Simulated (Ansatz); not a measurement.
Ansatz (an electronic-structure program), DFT, r2SCAN, plane waves, its default PAW files: TiO2 (from the phase in space group 60, mp-1439) (O8Ti4), 12 atoms, spin-polarised from a ferromagnetic start (1 μB on Ti), ending non-magnetic. Basis and mesh were picked for this test and aren't claimed converged.

| Item | Result |
|---|---|
| cell | 4.55, 5.52, 4.91 Å; 90, 90, 90° |
| task | single point |
| k mesh | 6×4×6 |
| hamiltonian.xc | r2scan |
| kind of files | paw |
| scf.occupations.method | fermi_dirac |
| scf.occupations.width | 0.05 eV |
| output.forces | true |
| magnetization.spin_polarized | true |
| binding of workers (--pin) | off |
| k-point pools (--kpoint-pools) | 1 |
| memory maximum (--max-ram) | 8GiB |
| accuracy | medium (default) |
| basis.precision | auto (default) |
| basis.xc_grid | 4 (default) |
| scf.eigensolver.kind | auto (default) |
| scf.convergence.dr2_threshold | 1e-07 (default) |
| scf.lower_state_search | light (default) |
| k-points after symmetry (for each spin) | 48 |
| bands at the start | 62 |
| electrons | 96 |
| plane waves at Γ | 3117 |
| cutoff (eV) | 500 |
| FFT grid | 36×45×36 |
| symmetry operations | 8 |

One run each.

All on 4 threads. Base settings, kept where nothing else is said: scf.mixing.algorithm = auto (default), scf.mixing.preconditioner = auto (default), scf.algorithm = auto (default) (scf.mixing.beta, scf.mixing.ndim, scf.mixing.q_tf, scf.mixing.beta_mag not set). The settings tried:
- the base settings
- scf.mixing.ndim = 16
- scf.mixing.algorithm = broyden, scf.mixing.beta = 0.1
- scf.mixing.algorithm = broyden
- scf.mixing.preconditioner = ldos
- scf.mixing.algorithm = anderson, scf.mixing.ndim = 1
- scf.mixing.algorithm = broyden, scf.mixing.preconditioner = kerker
- scf.mixing.preconditioner = kerker
- scf.mixing.preconditioner = none
- scf.mixing.algorithm = broyden, scf.mixing.preconditioner = kerker, scf.mixing.q_tf = 1.5 1/Å
- scf.mixing.algorithm = broyden, scf.mixing.preconditioner = none
- scf.mixing.algorithm = anderson, scf.mixing.ndim = 4
- scf.mixing.algorithm = anderson
- scf.mixing.algorithm = msr1
- scf.mixing.algorithm = broyden, scf.mixing.beta = 0.7
- scf.mixing.preconditioner = resta
- scf.mixing.algorithm = broyden, scf.mixing.beta_mag = 2
- scf.algorithm = direct_min
- scf.mixing.algorithm = broyden, scf.mixing.beta = 1
- scf.mixing.preconditioner = kerker_dos
- scf.mixing.algorithm = broyden, scf.mixing.beta_mag = 0.3
- scf.mixing.ndim = 4
- scf.mixing.algorithm = anderson, scf.mixing.ndim = 16
- scf.mixing.algorithm = broyden, scf.mixing.preconditioner = kerker, scf.mixing.q_tf = 0.5 1/Å
- scf.mixing.preconditioner = local_kerker
- scf.mixing.algorithm = broyden, scf.mixing.beta = 0.3

Problem. Which settings need the fewest SCF iterations (all cycles of the run, searches included), which the most, and do any fail to converge?

Solution. Fewest SCF iterations (all cycles of the run, searches included), with those close behind: scf.mixing.algorithm = msr1 (11); scf.mixing.algorithm = broyden, scf.mixing.beta = 1 (11); scf.mixing.algorithm = broyden, scf.mixing.beta = 0.7 (12). Most among those that reach the base run's result: scf.mixing.algorithm = anderson, scf.mixing.ndim = 1 (60). All converged.

```tsv
setting	SCF iterations (all cycles of the run, searches included)	applications of H to a band	end
scf.mixing.algorithm = msr1	11	136699	converged
scf.mixing.algorithm = broyden, scf.mixing.beta = 1	11	138760	converged
scf.mixing.algorithm = broyden, scf.mixing.beta = 0.7	12	142848	converged
scf.mixing.algorithm = broyden, scf.mixing.preconditioner = kerker, scf.mixing.q_tf = 1.5 1/Å	15	168426	converged
scf.algorithm = direct_min	15	538151	converged
the base settings	16	168478	converged
scf.mixing.algorithm = broyden	16	168478	converged
scf.mixing.algorithm = anderson	16	176321	converged
scf.mixing.preconditioner = none	16	189280	converged
scf.mixing.preconditioner = local_kerker	16	172893	converged
scf.mixing.preconditioner = kerker_dos	16	189247	converged
scf.mixing.preconditioner = ldos	16	189303	converged
scf.mixing.preconditioner = resta	16	168478	converged
scf.mixing.algorithm = broyden, scf.mixing.preconditioner = none	16	189280	converged
scf.mixing.algorithm = broyden, scf.mixing.beta = 0.3	16	168478	converged
scf.mixing.algorithm = anderson, scf.mixing.ndim = 16	16	176206	converged
scf.mixing.ndim = 4	16	169563	converged
scf.mixing.ndim = 16	16	168687	converged
scf.mixing.algorithm = broyden, scf.mixing.preconditioner = kerker, scf.mixing.q_tf = 0.5 1/Å	16	185237	converged
scf.mixing.algorithm = broyden, scf.mixing.beta_mag = 0.3	16	168478	converged
scf.mixing.algorithm = broyden, scf.mixing.beta_mag = 2	16	168478	converged
scf.mixing.preconditioner = kerker	17	185017	converged
scf.mixing.algorithm = broyden, scf.mixing.preconditioner = kerker	17	185017	converged
scf.mixing.algorithm = anderson, scf.mixing.ndim = 4	17	193524	converged
scf.mixing.algorithm = broyden, scf.mixing.beta = 0.1	21	212832	converged
scf.mixing.algorithm = anderson, scf.mixing.ndim = 1	60	496655	converged
```

An iteration's cost differs between solvers, so these counts don't give the time.

Keys are those of Ansatz 0.2.
